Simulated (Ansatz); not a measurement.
The parent structure is Zr in the hcp (Mg type) structure (space group P6_3/mmc, No. 194; a = 3.244 Å, c = 5.158 Å; relaxed with 0.1 eV smearing). Axes: x lies along a and z along c of the hexagonal cell.

All numbers come from Kohn–Sham DFT with the r2SCAN functional, run in Ansatz (a program for electronic structure) with PAW and 500 eV plane waves, no SOC.

Modification: the cell is stretched by 1.50 % along x with no lateral relaxation; the atoms relax in the strained cell.

Task: Predict the stress tensor and what it implies for the stiffness.

Result: Stress of the strained cell less that of the base (GPa, compression positive):
```
   -2.1     0.0     0.0
    0.0    -1.0     0.0
    0.0     0.0    -0.9
```

Then −Δσ_ii/ε with ε = 0.0150 gives secant stiffness values (nonlinear terms included at this strain): C11 ≈ 140 GPa, C12 ≈ 69 GPa and C13 ≈ 62 GPa.

Whether these cells are dynamically stable was not tested. The final runs are not spin-polarised.
